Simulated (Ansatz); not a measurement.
The parent structure is MgF$_{2}$ in the rutile structure (space group P4_2/mnm, No. 136; a = 4.6389 Å, c = 3.0624 Å). Axes: x, y, z lie along a, b, c of the conventional cell.

The change: uniaxial stress, 8 GPa tension along x; all other stress components relax to zero.

Levels (all Ansatz, an electronic-structure program, PAW): PBEsol (420 eV, spin-orbit coupling left out); r2SCAN (500 eV, no spin-orbit coupling).

The geometry is relaxed with PBEsol.

| Quantity | Value |
|---|---|
| PBEsol lowest conduction level above the VBM at special points | Γ 6.70 eV; Y 8.87 eV; X 9.27 eV; S 10.72 eV |
| PBEsol gap character | direct at Γ |
| PBEsol pressure | -2.67 GPa |

What does r2SCAN give at this geometry for the lowest conduction level above the VBM at special points, gap character and pressure?

The lowest conduction level above the VBM at special points changes from Γ 6.70 eV; Y 8.87 eV; X 9.27 eV; S 10.72 eV to Γ 7.76 eV; Y 9.96 eV; X 10.35 eV; S 11.87 eV; the gap character is still direct at Γ; the pressure shrinks by 1.315 GPa to -3.98 GPa.

Single points use the geometry relaxed with PBEsol. Their cutoffs differ, which shifts pressures a little. Load acts through the strain it causes; cell and atoms are relaxed under it. Beyond what the load breaks, stability against distortions was not tested. The base started in Pnnm and relaxed to P4_2/mnm at this level. k-point labels follow each cell's own Brillouin zone.
